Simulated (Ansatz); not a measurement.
The parent structure is CdS in the zinc blende structure (space group F-43m, No. 216; a = 5.927 Å).

Method: Ansatz (a program for electronic structure) PBE, no SOC.

Base values:

| Quantity | Value |
|---|---|
| Width of the top valence band | 2.02 eV |
| Band gap | 1.04 eV |
| Volume per atom | 26.02 Å³ |
| Gap character | direct at Γ |

One thing is altered: a hydrostatic pressure of 15 GPa.

### Question
Predict the new width of the top valence band.

### Answer
The width of the top valence band increases by 0.68 eV (2.02 eV → 2.70 eV).

### Question
What happens to the band gap?

### Answer
The band gap grows by 0.38 eV, from 1.04 eV to 1.42 eV.

### Question
Predict the new volume per atom.

### Answer
The volume per atom decreases by 4.38 Å³ (26.02 Å³ → 21.64 Å³).

### Question
What happens to the gap character?

### Answer
The gap character stays direct at Γ.

Load acts through the strain it causes; cell and atoms are relaxed under it. Stability against distortions was not tested. Tetrahedral semiconductors of this kind turn to denser phases somewhere between about 1 and 50 GPa; those were not computed, so compressed cells here can lie past the real transition.
